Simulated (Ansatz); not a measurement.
# Convergence study of the k-point mesh at a smearing width of 0.05 eV for Ag (Im-3m, 1 atom in the cell)

```
Ag
1.0
   -1.66393     1.66393     1.66393
    1.66393    -1.66393     1.66393
    1.66393     1.66393    -1.66393
Ag
1
Direct
  0.00000   0.00000   0.00000
```

Method of the run: LDA (PW92), default PAW files made with PBE (plane waves; Ansatz, a program for electronic structure).

Base settings: basis.ecutwfc = 30.9 Ry; kpoints.mp_grid.grid = 14 14 14; hamiltonian.xc = lda; hamiltonian.pseudopotentials = {kind: paw} (the program's default PAW files); scf.occupations.method = fermi_dirac; scf.occupations.width = 0.0073 Ry.

In this ladder: scf.occupations.width = 0.0037 Ry.

The second cell is the first with its lattice scaled by 0.98.

Only quantities that move along the ladder and can be compared are tabulated.

The count of work is k-points × plane waves × bands × iterations; it is no time. 

The starting cell comes from a database of computed structures (which also holds hypothetical and non-ambient phases and stackings), without a prior relaxation at this level. Its lattice was rescaled by up to half a per cent. In the base run, with a pressure of about -12 GPa the cell is away from its equilibrium volume at this level. Ansatz's pressure includes its estimate of the finite-basis (Pulay) stress.

```tsv
kpoints.mp_grid.grid	free energy less the last step's (meV/atom)	energy of the compressed cell less the first (meV/atom)	pressure (GPa)	count of work / last
5 5 5	-18.87	-73.07	-12.81	0.010
6 6 6	87.56	-69.89	-12.23	0.017
7 7 7	-12.72	-69.82	-12.38	0.021
9 9 9	-10.31	-69.91	-12.38	0.036
10 10 10	27.20	-68.64	-12.08	0.049
13 13 13	-3.63	-70.58	-12.45	0.087
15 15 15	-2.22	-70.61	-12.44	0.12
18 18 18	4.96	-69.55	-12.24	0.20
22 22 22	2.44	-69.86	-12.30	0.34
27 27 27	-0.47	-70.92	-12.48	0.58
33 33 33	0.00	-70.87	-12.47	1.0
```

Coarsest kpoints.mp_grid.grid that holds the pressure within 0.2 GPa of the last step, with all finer ones: 22 22 22, at 0.34 of the last step's count of work; the step before is off by 0.22 GPa.

Coarsest kpoints.mp_grid.grid that holds the free energy within 1 meV/atom of the last step, with all finer ones: 27 27 27; the step before is off by 2.4 meV/atom.

Coarsest kpoints.mp_grid.grid that holds the energy of the compressed cell less the first within 0.5 meV/atom of the last step, with all finer ones: 27 27 27; the step before is off by 1.0 meV/atom.

Two neighbours can agree and both be off: 6 6 6 and 7 7 7 differ by 0.07 meV/atom in the energy of the compressed cell less the first, yet lie about 1.0 meV/atom from the last step.

Keys are those of Ansatz 0.2.
